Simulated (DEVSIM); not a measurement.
Device: Au/SiO2/p-Si capacitor, at 300 K.

```csv
layer (left to right),material,thickness (nm),Na (cm⁻³)
1,SiO2,12.0,-
2,Si,6700,7.4e15
```

Metal gate on the left, work function 5.1 eV. Fixed charge at the semiconductor interface 6.6e10 cm⁻² (in units of +e); no interface traps.

The device is made up for the run: typed textbook-type constants, with dimensions and the other settings drawn at random. Values at 300 K; Nc and Nv go as T^1.5, mobilities as T to minus their exponent, the gap by Varshni's rule with the affinity fixed.

| parameter | SiO2 | Si |
|---|---|---|
| gap (eV) | 9 | 1.124 |
| affinity (eV) | 0.9 | 4.05 |
| permittivity | 3.9 | 11.7 |
| Nc (cm⁻³) | - | 2.86e19 |
| Nv (cm⁻³) | - | 3.1e19 |
| Varshni α (eV/K) | - | 0.000473 |
| Varshni β (K) | - | 636 |

Simulated with DEVSIM: 1D Poisson equation in equilibrium, Boltzmann statistics, complete ionisation; no quantum confinement or tunnelling. Metal contacts follow the ideal Schottky-Mott rule: no Fermi-level pinning, no interface dipoles.

Base results: flat-band voltage (V) 0.10; minimum of the low-frequency capacitance (μF/cm²) 0.0303; threshold voltage (band bending 2φF) (V) 0.94; capacitance of the dielectric stack (μF/cm²) 0.288.

Problem. What follows from this one change: substrate doping 7.4e+15 → 1.5e+15 cm^-3?

Solution. flat-band voltage 0.10 → 0.15 V; minimum of the low-frequency capacitance 0.0303 → 0.0155 μF/cm²; threshold voltage (band bending 2φF) 0.94 → 0.82 V; capacitance of the dielectric stack little changed (0.288 μF/cm²).

Problem. What follows from this one change: SiO2 thickness 0.012 → 0.01 μm?

Solution. flat-band voltage little changed (0.11 V); minimum of the low-frequency capacitance little changed (0.0306 μF/cm²); threshold voltage (band bending 2φF) 0.94 → 0.92 V; capacitance of the dielectric stack 0.288 → 0.345 μF/cm².

Problem. What follows from this one change: interface trap density 0 → 3e+11 cm^-2 eV^-1?

Solution. flat-band voltage 0.10 → 0.05 V; minimum of the low-frequency capacitance 0.0303 → 0.0637 μF/cm²; threshold voltage (band bending 2φF) 0.94 → 1.00 V; capacitance of the dielectric stack little changed (0.288 μF/cm²).

Problem. What follows from this one change: temperature 300 → 450 K?

Solution. flat-band voltage 0.10 → 0.28 V; minimum of the low-frequency capacitance 0.0303 → 0.0459 μF/cm²; threshold voltage (band bending 2φF) 0.94 → 0.78 V; capacitance of the dielectric stack little changed (0.288 μF/cm²).

Problem. What follows from this one change: fixed charge 6.6e+10 → -2.79e+11 cm^-2?

Solution. flat-band voltage 0.10 → 0.30 V; minimum of the low-frequency capacitance little changed (0.0302 μF/cm²); threshold voltage (band bending 2φF) 0.94 → 1.13 V; capacitance of the dielectric stack little changed (0.288 μF/cm²).

Problem. What follows from this one change: gate work function 5.1 → 4.95 eV?

Solution. flat-band voltage 0.10 → -0.05 V; minimum of the low-frequency capacitance little changed (0.0302 μF/cm²); threshold voltage (band bending 2φF) 0.94 → 0.79 V; capacitance of the dielectric stack little changed (0.288 μF/cm²).
